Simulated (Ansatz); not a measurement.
# Refining one setting for CsCu₂Br₃ (Cmcm, 12 atoms in the cell)

```
CELL_PARAMETERS angstrom
      4.93562    -6.17390     0.00000
      4.93562     6.17390     0.00000
      0.00000     0.00000     5.81321
ATOMIC_POSITIONS crystal
  Cs 0.32200 0.67800 0.25000
  Cs 0.67800 0.32200 0.75000
  Cu 0.84400 0.84400 0.00000
  Cu 0.15600 0.15600 0.50000
  Cu 0.15600 0.15600 0.00000
  Cu 0.84400 0.84400 0.50000
  Br 0.88190 0.11810 0.25000
  Br 0.11810 0.88190 0.75000
  Br 0.83320 0.59600 0.25000
  Br 0.16680 0.40400 0.75000
  Br 0.59600 0.83320 0.75000
  Br 0.40400 0.16680 0.25000
```

Method: PBEsol, default PAW files made with PBE (plane waves; Ansatz, an electronic-structure program).

The starting cell comes from a database of published, mostly measured structures (it also holds non-ambient and calculated ones), without a prior relaxation at this level. Ansatz's pressure includes its estimate of the finite-basis (Pulay) stress.

Held fixed: kpoints.mp_grid.grid = 3 3 4; hamiltonian.xc = pbesol; hamiltonian.pseudopotentials = {kind: paw} (the program's default PAW files); scf.occupations.method = fermi_dirac; scf.occupations.width = 0.01 Ry.

ΔF is the free energy per atom less that of the last row (4).

```csv
basis.xc_grid,ΔF (meV/atom),pressure (GPa),largest force (eV/Å),gap on the mesh (eV)
1,-0.01,-1.62,0.318,1.481
2,0.00,-1.62,0.318,1.481
3,0.00,-1.62,0.318,1.481
4,0.00,-1.62,0.318,1.481
```

Gap on the mesh within 0.01 eV of the last row: from basis.xc_grid = 1 on, the coarsest one. The value it settles on is 1.481 eV at this level of theory and with the other settings as held.

Pressure within 0.05 GPa of the last row: from basis.xc_grid = 1 on, the coarsest one. The value it settles on is -1.62 GPa at this level of theory and with the other settings as held.

Gaps are taken between levels on the mesh.

Keys are those of Ansatz 0.2.
